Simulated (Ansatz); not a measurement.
Worked example: self-consistent single point of LaPd3 (Pm-3m, 4 atoms in the cell) in Ansatz (an electronic-structure program).

Level of theory: PBEsol, default PAW files made with PBE (plane waves; Ansatz).

The change in words: lattice scaled by 0.985. Reference geometry:
```
CELL_PARAMETERS angstrom
      4.22800     0.00000     0.00000
      0.00000     4.22800     0.00000
      0.00000     0.00000     4.22800
ATOMIC_POSITIONS crystal
  La 0.00000 0.00000 0.00000
  Pd 0.00000 0.50000 0.50000
  Pd 0.50000 0.00000 0.50000
  Pd 0.50000 0.50000 0.00000
```

Reference input (self-consistent single point, DFT, PBEsol, plane waves, default PAW files made with PBE): basis.ecutwfc = 420 eV; kpoints.mp_grid.grid = 6 6 6; hamiltonian.xc = pbesol; hamiltonian.pseudopotentials = {kind: paw} (the program's default PAW files); scf.occupations.method = gaussian; scf.occupations.width = 0.05 eV. This run's input differs from it in these lines:

```diff
@@ -2,5 +2,5 @@
   lattice:
-    - [4.22800000, 0.00000000, 0.00000000]
-    - [0.00000000, 4.22800000, 0.00000000]
-    - [0.00000000, 0.00000000, 4.22800000]
+    - [4.16458000, 0.00000000, 0.00000000]
+    - [0.00000000, 4.16458000, 0.00000000]
+    - [0.00000000, 0.00000000, 4.16458000]
   atoms:
```

Output (repeated stretches shortened):

```
SCF iter   1: F=—  HF=-26884.313803 eV  |F-HF|=—  |Δ(HF+E_count)|=         —  Δρ=1.05e-2  dr2=9.84e-2  ethr=1.77e-3  ⟨swp⟩=4.5  Hψ=2683  notcnv=0
all-band conjugate gradients solve this SCF's bands
preconditioner: auto → Kerker (q_TF=auto, 2.681 Å⁻¹)
SCF iter   2: F=—  HF=-26884.295126 eV  |F-HF|=—  |Δ(HF+E_count)|=   1.87e-2  Δρ=1.95e-3  dr2=1.18e-3  ethr=1.51e-4  ⟨swp⟩=2.1  Hψ=1616  notcnv=0  defer=35
   [... lines left out ...]
SCF iter   3: F=—  HF=-26884.294877 eV  |F-HF|=—  |Δ(HF+E_count)|=   2.48e-4  Δρ=9.60e-4  dr2=4.16e-4  ethr=1.81e-6  ⟨swp⟩=2.0  Hψ=1473  notcnv=0  defer=35
SCF iter   4: F=—  HF=-26884.294821 eV  |F-HF|=—  |Δ(HF+E_count)|=   5.65e-5  Δρ=2.32e-4  dr2=3.21e-5  ethr=6.41e-7  ⟨swp⟩=2.5  Hψ=1309  notcnv=0  defer=35
SCF iter   5: F=—  HF=-26884.294840 eV  |F-HF|=—  |Δ(HF+E_count)|=   1.93e-5  Δρ=3.63e-5  dr2=1.81e-6  ethr=4.94e-8  ⟨swp⟩=2.1  Hψ=1373  notcnv=0  defer=35
SCF iter   6: F=-26884.294840 eV  HF=-26884.294840 eV  |F-HF|=1.69e-8  |Δ(HF+E_count)|=   4.50e-7  Δρ=6.52e-6  dr2=4.08e-8  ethr=1.54e-10  ⟨swp⟩=8.8  Hψ=3821  notcnv=0
SCF 1 converged in 6 iterations: F = -26884.294840 eV  dr2 = 4.08e-8
Free energy (F): -26884.294840 eV
Internal energy: -26884.290943 eV  (E = F + TS)
E sigma→0 (E₀):  -26884.292891 eV
Entropy (-TS):   -0.003897 eV (-0.974 meV/atom)
Fermi energy:    17.571139 eV
--- Forces (eV/Å), atoms counted from 1 ---
  atom   1  La    -0.00000000     0.00000000    -0.00000000
   [... zero for the other atoms too ...]
--- Stress (GPa, compression-positive) ---
       -0.866072       0.000000       0.000000
        0.000000      -0.866072       0.000000
        0.000000       0.000000      -0.866072
  P = ⅓ Tr σ = -0.8661 GPa (-8.661 kbar)
  The stress holds the Pulay correction. Without it, at fixed plane waves, as pw.x and ABINIT print it: P = -0.8953 GPa
```

The run converged in 6 iterations. Against the reference run the free energy falls by 18.3 meV/atom and the pressure goes from -5.92 to -0.87 GPa.

The starting cell comes from a database of published, mostly measured structures (it also holds non-ambient and calculated ones), without a prior relaxation at this level. For this run, on top of that: lattice scaled by 0.985. Spin polarisation is off. Ansatz's pressure includes its estimate of the finite-basis (Pulay) stress.

Keys are those of Ansatz 0.2.
